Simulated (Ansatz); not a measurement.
The starting structures come from a database of crystals and need not be the phases stable at ambient conditions.

 Where the default PAW files enter, the runs use the earlier of Ansatz's two default sets.

Tunnelling through a barrier is set by its complex band structure: the current falls as exp(−2κd) with the smallest κ.

Given:

```
CELL_PARAMETERS angstrom
      4.08677     0.00000     0.00000
      0.00000     4.08677     0.00000
      2.04338     2.04338     2.88978
ATOMIC_POSITIONS crystal
  Mg 0.00000 0.00000 0.00000
  S  0.25000 0.75000 0.50000
```

Space group of this cell: F-43m, zinc blende. The cell is strained (all lengths scaled by 1.02); by r2SCAN its mean pressure is -3.2 GPa.

Transport runs along the normal of the first two printed cell vectors, the (001) plane of the conventional cell.

The gap is the functional's own. No spin-orbit coupling. Mid-gap values are interpolated on the energy grid.

Question: Give the band gap and the smallest decay constant κ at mid-gap that r2SCAN (Ansatz, a quantum-chemistry and plane-wave program) yields.

Answer: Gap 3.83 eV on a 10×10×10 mesh; κ = 0.271 1/Å, at the zone centre.
